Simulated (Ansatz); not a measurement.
We consider Tb5Si3 (P6₃/mcm, No. 193), described by r²SCAN+rVV10 in Ansatz (PAW).

Run with plane-wave cutoff 500 eV, 6×6×6 k mesh, Fermi–Dirac smearing 0.05 eV, spin-polarised start, scalar-relativistic PAW data made under PBE.

Computed at the level's own relaxed cell.

Q: Give the computed equilibrium volume per atom, equilibrium lattice constant a and lattice parameter c.

A: 
* **equilibrium volume per atom**: 24.54 Å³/atom
* **equilibrium lattice constant a**: 8.495 Å
* **lattice parameter c**: 6.282 Å

Note: the magnetic order was assumed, not searched for or taken from measurement; the 4f shell is treated without U or exact exchange, so its levels and filling can be wrong.

Spin–orbit coupling is not included.

The computed numbers hold no vibrational or temperature effects.

It cost roughly 2.0 core-hours of CPU time.

Ansatz is a first-principles code.
